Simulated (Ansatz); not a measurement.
# WS2: 2 layers

Consider WS2 in the 2H-MoS2 type structure (space group P6_3/mmc, No. 194; a = 3.115 Å, c = 11.773 Å; layered, stacked along the Cartesian z axis).

One thing is altered: a free-standing slab of 2 layers (6 atoms, 3 a layer) is cut normal to the stacking axis, with 15 Å of vacuum and the in-plane cell relaxed.

Computed with Ansatz (an electronic-structure program) PBEsol-D3(BJ), scalar-relativistic without spin-orbit coupling. k-mesh 12×12×1 (Γ-centred); smearing 0.05 eV (Fermi–Dirac), for the changed cell.

| quantity | base | changed | shift |
|---|---|---|---|
| layer's space group (with vacuum) | – | P-3m1 (No. 164) | – |
| shortest interatomic distance | 2.389 Å | 2.390 Å | +0.0019 Å |
| band gap | 0.65 eV | 1.19 eV | +0.531 eV |
| gap character | – | indirect, Γ → K–Γ (50 % along) | – |
| smallest direct gap | 1.92 eV | 1.99 eV | +0.064 eV |
| hole mass (in plane) | – | 0.75 mₑ (at Γ) | – |
| valence-band top at Γ (three highest levels, from the VBM) | 0.00, -1.26, -1.60 eV | 0.00, -0.97, -2.03 eV | – |
| excess energy per area of both faces (slab less bulk energy over the cell's area: twice a surface energy) | – | 0.93 J/m² | – |
| thickness between the outermost nuclei | – | 9.04 Å | – |
| in-plane lattice parameter a | 3.115 Å | 3.119 Å | +0.0045 Å |

Final structure:

```yaml
crystal:
  lattice:
    - [3.11933, 0.00000, 0.00000]
    - [1.55966, 2.70142, 0.00000]
    - [0.00000, 0.00000, 24.03079]
  atoms:
    - { symbol: S, position: [0.33333, 0.33333, 0.31181] }
    - { symbol: W, position: [0.66667, 0.66667, 0.37726] }
    - { symbol: S, position: [0.33333, 0.33333, 0.44267] }
    - { symbol: S, position: [0.66667, 0.66667, 0.55733] }
    - { symbol: W, position: [0.33333, 0.33333, 0.62274] }
    - { symbol: S, position: [0.66667, 0.66667, 0.68819] }
```

Slab and bulk use different k-meshes, which limits the precision of the excess energy. With W present, leaving out spin-orbit coupling can change the band edges. Effective masses come from finite differences of ±0.01 Å⁻¹. No phonon test of stability was made. k-point labels follow each cell's own Brillouin zone.
